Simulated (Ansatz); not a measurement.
Base system: Ca3SbN in the anti-perovskite structure (space group Pm-3m, No. 221; a = 4.803 Å; a cell from a computed database, its experimental status unchecked).

Now apply this change: hydrostatic tension (pressure −2 GPa).

Levels (all Ansatz, a first-principles code, PAW): PBEsol (420 eV, no SOC); PBEsol+SOC (420 eV, noncollinear with spin-orbit coupling).

The geometry is relaxed with PBEsol.

| Quantity | Result |
|---|---|
| PBEsol electron mass | 0.085, 0.87 mₑ (at Γ) |
| PBEsol lowest conduction level above the VBM at special points | Γ 0.39 eV; X 1.44 eV; R 2.03 eV; M 2.10 eV |

What does PBEsol+SOC give at this geometry for the hole mass, electron mass and lowest conduction level above the VBM at special points?

The hole mass (degenerate bands, along [100]) is 0.071, 0.31 mₑ (at Γ); the electron mass (degenerate bands, along [100]) becomes 0.074, 0.87 mₑ (at Γ) (PBEsol: 0.085, 0.87 mₑ (at Γ)); the lowest conduction level above the VBM at special points goes from Γ 0.39 eV; X 1.44 eV; R 2.03 eV; M 2.10 eV to Γ 0.28 eV; X 1.33 eV; R 1.92 eV; M 1.99 eV. The threefold valence maximum splits by Δso ≈ 0.32 eV.

Single points use the geometry relaxed with PBEsol. The spin-orbit shifts are approximate. Spin-orbit coupling, missing from the scalar runs, can matter with Sb. The levels and masses belong to the bands next to the band gap. Load acts through the strain it causes; cell and atoms are relaxed under it. Effective masses come from finite differences of ±0.01 Å⁻¹. No phonon test of stability was made.
